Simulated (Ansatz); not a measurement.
Start from Zn in the hcp (Mg type) structure (space group P6_3/mmc, No. 194).

```
CELL_PARAMETERS angstrom
      2.64671     0.00000     0.00000
     -1.32336     2.29212     0.00000
      0.00000     0.00000     4.67807
ATOMIC_POSITIONS crystal
  Zn 0.33333 0.66667 0.75000
  Zn 0.66667 0.33333 0.25000
```

Computed with r2SCAN, PAW, 500 eV (Ansatz, an electronic-structure program; spin-orbit coupling left out), earlier PAW set.

For the base:

The volume per atom comes out as 14.19 Å³.

The change: Be takes the place of Zn on all its sites; the structure is relaxed again.

Tabulated Pauling electronegativity and covalent radius: Zn 1.65, 1.22 Å; Be 1.57, 0.96 Å.

How does this affect the volume per atom?

The volume per atom shrinks by 6.29 Å³, from 14.19 Å³ to 7.90 Å³.

Stability against distortions was not tested.
